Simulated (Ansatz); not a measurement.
Base system: MgO in the rock salt structure (space group Fm-3m, No. 225; a = 4.214 Å). Axes: x, y, z lie along the cube axes.

Levels (all Ansatz, an electronic-structure program, PAW): PBEsol (420 eV, spin-orbit coupling left out); r2SCAN (500 eV, spin-orbit coupling left out).

Its gap is 4.62 eV with PBEsol and 5.61 eV with r2SCAN.

Perturbation: biaxial strain +2.76 %, plane normal [001], relaxed out of plane (Cartesian); in-plane vectors clamped, the third vector and the atoms free.

With PBEsol the gap becomes 4.22 eV.

Task: If the r2SCAN correction stayed the same, what would the r2SCAN gap be, and what does the r2SCAN run give?

Result: A rigid correction of +0.99 eV gives 5.21 eV. The r2SCAN run gives 5.19 eV, so the two effects roughly add.

Single points use the geometry relaxed with PBEsol. No phonon test of stability was made. The base started in Pnma and relaxed to Fm-3m at this level.
